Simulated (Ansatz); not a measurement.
A periodic model of amorphous silicon oxide (Si$_{24}$O$_{47}$):

```yaml
crystal:
  lattice:
    - [10.03387, 0.25336, 0.10608]
    - [0.25336, 10.33682, -0.05339]
    - [0.10608, -0.05339, 10.37582]
  atoms:
    - { symbol: Si, position: [0.74097, 0.89481, 0.11969] }
    - { symbol: Si, position: [0.71385, 0.47519, 0.09250] }
    - { symbol: Si, position: [0.77703, 0.66501, 0.31396] }
    - { symbol: Si, position: [0.68082, 0.69377, 0.89084] }
    - { symbol: Si, position: [0.89344, 0.21142, 0.40343] }
    - { symbol: Si, position: [0.16299, 0.83017, 0.90364] }
    - { symbol: Si, position: [0.26368, 0.07762, 0.79262] }
    - { symbol: Si, position: [0.00938, 0.44801, 0.70976] }
    - { symbol: Si, position: [0.26729, 0.64236, 0.36640] }
    - { symbol: Si, position: [0.97499, 0.08484, 0.13589] }
    - { symbol: Si, position: [0.88665, 0.26683, 0.93618] }
    - { symbol: Si, position: [0.65560, 0.19030, 0.78307] }
    - { symbol: Si, position: [0.47138, 0.97940, 0.23150] }
    - { symbol: Si, position: [0.20376, 0.87482, 0.17685] }
    - { symbol: Si, position: [0.51560, 0.98240, 0.64879] }
    - { symbol: Si, position: [0.41026, 0.49098, 0.12968] }
    - { symbol: Si, position: [0.68751, 0.27025, 0.50545] }
    - { symbol: Si, position: [0.95397, 0.71178, 0.75965] }
    - { symbol: Si, position: [0.43000, 0.18865, 0.43073] }
    - { symbol: Si, position: [0.15872, 0.22985, 0.56764] }
    - { symbol: Si, position: [0.39485, 0.62577, 0.87792] }
    - { symbol: Si, position: [0.00194, 0.59847, 0.51945] }
    - { symbol: Si, position: [0.51930, 0.76511, 0.45208] }
    - { symbol: Si, position: [0.38936, 0.33115, 0.89903] }
    - { symbol: O, position: [0.78136, 0.80555, 0.24339] }
    - { symbol: O, position: [0.47190, 0.07925, 0.53416] }
    - { symbol: O, position: [0.49609, 0.87579, 0.34497] }
    - { symbol: O, position: [0.42593, 0.12285, 0.28846] }
    - { symbol: O, position: [0.80490, 0.34737, 0.05154] }
    - { symbol: O, position: [0.28461, 0.25250, 0.47059] }
    - { symbol: O, position: [0.53727, 0.26014, 0.87412] }
    - { symbol: O, position: [0.32737, 0.53245, 0.26138] }
    - { symbol: O, position: [0.78581, 0.16882, 0.87000] }
    - { symbol: O, position: [0.99198, 0.73288, 0.60808] }
    - { symbol: O, position: [0.86564, 0.98397, 0.08960] }
    - { symbol: O, position: [0.02992, 0.57420, 0.80461] }
    - { symbol: O, position: [0.38106, 0.47428, 0.82565] }
    - { symbol: O, position: [0.28853, 0.22072, 0.85419] }
    - { symbol: O, position: [0.35201, 0.92696, 0.14433] }
    - { symbol: O, position: [0.54420, 0.29634, 0.43679] }
    - { symbol: O, position: [0.20706, 0.77606, 0.29890] }
    - { symbol: O, position: [0.67283, 0.28914, 0.66090] }
    - { symbol: O, position: [0.70188, 0.55413, 0.95863] }
    - { symbol: O, position: [0.10328, 0.00380, 0.19526] }
    - { symbol: O, position: [0.76940, 0.12892, 0.46645] }
    - { symbol: O, position: [0.17990, 0.10487, 0.66116] }
    - { symbol: O, position: [0.15168, 0.57671, 0.45226] }
    - { symbol: O, position: [0.39462, 0.98550, 0.75430] }
    - { symbol: O, position: [0.79230, 0.70737, 0.77607] }
    - { symbol: O, position: [0.03079, 0.20186, 0.48092] }
    - { symbol: O, position: [0.40035, 0.61769, 0.03580] }
    - { symbol: O, position: [0.35353, 0.36636, 0.05142] }
    - { symbol: O, position: [0.78783, 0.55544, 0.20133] }
    - { symbol: O, position: [0.19035, 0.98446, 0.89395] }
    - { symbol: O, position: [0.91865, 0.17976, 0.25323] }
    - { symbol: O, position: [0.80858, 0.35273, 0.43736] }
    - { symbol: O, position: [0.53211, 0.69234, 0.82909] }
    - { symbol: O, position: [0.00181, 0.17967, 0.01198] }
    - { symbol: O, position: [0.63675, 0.04420, 0.72647] }
    - { symbol: O, position: [0.54996, 0.83847, 0.58839] }
    - { symbol: O, position: [0.93848, 0.35116, 0.81420] }
    - { symbol: O, position: [0.70161, 0.80817, 0.99581] }
    - { symbol: O, position: [0.15367, 0.79219, 0.05493] }
    - { symbol: O, position: [0.38544, 0.68235, 0.46380] }
    - { symbol: O, position: [0.64259, 0.66577, 0.40602] }
    - { symbol: O, position: [0.60958, 0.99077, 0.15005] }
    - { symbol: O, position: [0.13979, 0.36073, 0.65602] }
    - { symbol: O, position: [0.27212, 0.72590, 0.83498] }
    - { symbol: O, position: [0.56671, 0.44905, 0.15442] }
    - { symbol: O, position: [0.01418, 0.82415, 0.84571] }
    - { symbol: O, position: [0.90398, 0.63111, 0.40118] }
```

Methods: PBE, scalar-relativistic without spin-orbit coupling (Ansatz, a program for electronic structure); r2SCAN, scalar-relativistic without spin-orbit coupling (Ansatz); HSE06, scalar-relativistic without spin-orbit coupling (Ansatz). Neutral PBE cell, which sets geometry, pressure and energy: sampling: a 2×2×2 Γ-centred mesh; Fermi-Dirac width 0.02 eV; no spin polarisation. The usual formal charges leave 2 electrons over, so the level spacing at the Fermi energy parts defect or band states and needn't be the band gap. Exact exchange is cut at the faces of this 10 Å cell, which leaves hybrid gaps a finite-size error.

It comes from a melt-quench run on a machine-learned potential (CHGNet), relaxed afterwards by DFT. O atoms were pushed apart under 1.9 Å during the dynamics, to hinder bonds among them. The hot cell started wider than the set density and was brought back towards it in steps. It is the lowest in DFT energy of 2 quenches. It is a model cell: composition and starting density were chosen by hand, and all elements were melted together. No dispersion term was used. Its density started from a set value of 2.20 and ended at 2.20 g/cm³. The quench (nominally 320 K/ps over its main leg) was far faster than any real one, so the model tends to hold more defects than a real film. Values belong to this one cell and scatter from quench to quench. The volume was held where the preparation left it and the shape relaxed. Cycles of charging lowered its energy after that relaxation.

**Question.** Give the pressure, the energy against reference phases and the spacing of the highest filled and lowest empty levels.

**Answer.** 
```yaml
Pressure on a 2×2×2 Γ-centred mesh: 0.52 GPa
Largest force and stress component on that mesh (the relaxation ran on the zone centre alone): 0.04 eV/Å and 1.5 GPa
Energy relative to alpha cristobalite + silicon (lowest mix at this level among the phases computed, not always the ambient ones): 0.094 eV/atom
Level spacing at the Fermi energy on a 2×2×2 Γ-centred mesh (PBE): 4.50 eV
Level spacing at the Fermi energy at the zone centre (PBE): 4.56 eV
Level spacing at the Fermi energy at the zone centre (r2SCAN): 5.05 eV
Level spacing at the Fermi energy at the zone centre (HSE06): 5.91 eV
Distance between the nearest levels spread over more than a fifth of the atoms or a third of the atoms of their main element (six at least) (PBE, zone centre): 5.50 eV
```

**Question.** At PBE and the zone centre, how localised are the states just below and above the Fermi level (participation number: the atoms over which a state spreads)?

**Answer.** The highest filled state is spread over 6.7 atoms' worth, largest on Si22, with weights by element (charge in smoothed Voronoi cells) O 0.51, Si 0.49. The lowest empty state is spread over 12.9 atoms' worth, largest on Si8, with weights by element (charge in smoothed Voronoi cells) O 0.51, Si 0.49.

At PBE the levels at the filled edge of the gap are localised (band-tail or defect states), and the nearest spread-out levels lie 5.5 eV apart at the zone centre.

Neighbours within Si-Si 2.60 Å, Si-O 1.90 Å, O-O 1.58 Å count as bonded. Two cations that share two anions don't count as bonded, nor two that share one unless they lie closer than Si-Si 2.38 Å.

Added carriers, by PBE, scalar-relativistic without spin-orbit coupling (Ansatz) on the zone centre alone. Charged cells keep the cell fixed and stand in a uniform background, with no image correction, at a width of 0.01 eV; where the count is odd the moment is locked at 1 μB, unless the neutral cell bore moments. Each starts from the undistorted neutral geometry alone. PBE's self-interaction favours spread-out carriers, so it can miss traps that a hybrid finds.

**Question.** What happens at PBE when the cell takes an extra electron and the atoms relax?

**Answer.** Relaxation lowers the charged cell by 0.79 eV. The largest moves are O61 0.58 Å, O71 0.48 Å, O55 0.43 Å, Si8 0.32 Å. The level that holds the added charge spreads over 4.6 atoms' worth, most on Si8 (weight 0.37): a localised (trapped) carrier, which neighbours of that atom can share. Bonds broken: Si8-Si22. Made neutral again at that geometry, the cell lies +1.21 eV from the neutral start.

**Question.** What happens at PBE when the cell takes a hole and the atoms relax?

**Answer.** Relaxation lowers the charged cell by 1.26 eV. The largest moves are O71 0.68 Å, Si22 0.51 Å, O25 0.49 Å, O62 0.44 Å. The level that was emptied spreads over 6.1 atoms' worth, most on Si8 (weight 0.27): a partly localised carrier. Bonds broken: Si8-Si22. Made neutral again at that geometry, the cell lies +1.83 eV from the neutral start.

**Question.** What happens at PBE when the cell takes two holes and the atoms relax?

**Answer.** Relaxation lowers the charged cell by 4.92 eV. The largest moves are Si22 1.51 Å, O71 1.04 Å, O61 1.03 Å, O36 0.79 Å. The level that was emptied spreads over 8.8 atoms' worth, most on Si8 (weight 0.30): a partly localised carrier. Bonds broken: Si8-Si22. Bonds formed: Si22-O41. Made neutral again at that geometry, the cell lies +4.48 eV from the neutral start.

Ahead of the cycles of charging, a PBE run started with 1 μB on atoms that lack a bond or may hold spare charge lost its moments; other starts weren't tried.
